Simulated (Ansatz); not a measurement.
# AlP (F-43m): band-edge transport data

Here is the system:

```yaml
crystal:
  lattice:
    - [0.00000, 2.73525, 2.73525]
    - [2.73525, 0.00000, 2.73525]
    - [2.73525, 2.73525, 0.00000]
  atoms:
    - { symbol: Al, position: [0.00000, 0.00000, 0.00000] }
    - { symbol: P, position: [0.75000, 0.75000, 0.75000] }
```

Computed with HSE06, rigid bands (plane waves, PAW, scalar-relativistic; Ansatz, an electronic-structure program). Cell: cell and atoms relaxed with PBEsol.

The band gap is 2.28 eV. The electron conductivity mass (300 K, dilute) is 0.33 mₑ and the hole conductivity mass (300 K, dilute) comes out as 0.58 mₑ. The effective density of states N_c (300 K) comes out as 1.7e19 cm⁻³. The effective density of states N_v (300 K) is 9.2e19 cm⁻³, the density-of-states mass, electrons is 0.76 mₑ and the density-of-states mass, holes is 2.4 mₑ. The Seebeck coefficient, n-type 1e19 cm⁻³, 300 K comes out as -260 μV/K and the best n-type power factor at 300 K for τ = 10 fs (best axis; densities from 1e16 to 1e21 cm⁻³ tried, whether or not they can be reached) comes out as 7.7 μW/(cm·K²) at 3e19 cm⁻³. The Seebeck coefficient, p-type 1e19 cm⁻³, 300 K comes out as 399 μV/K and the best p-type power factor at 300 K for τ = 10 fs (best axis; densities from 1e16 to 1e21 cm⁻³ tried, whether or not they can be reached) comes out as 23 μW/(cm·K²) at 3e20 cm⁻³.

Rigid bands; masses and Seebeck coefficients take one relaxation time τ for all states and one kind of carrier; polarons and phonon drag are left out. Spin-orbit coupling is left out; where it splits the top of the valence band, N_v and the p-type Seebeck coefficient come out somewhat high without it. Geometry: cell and atoms relaxed with PBEsol.
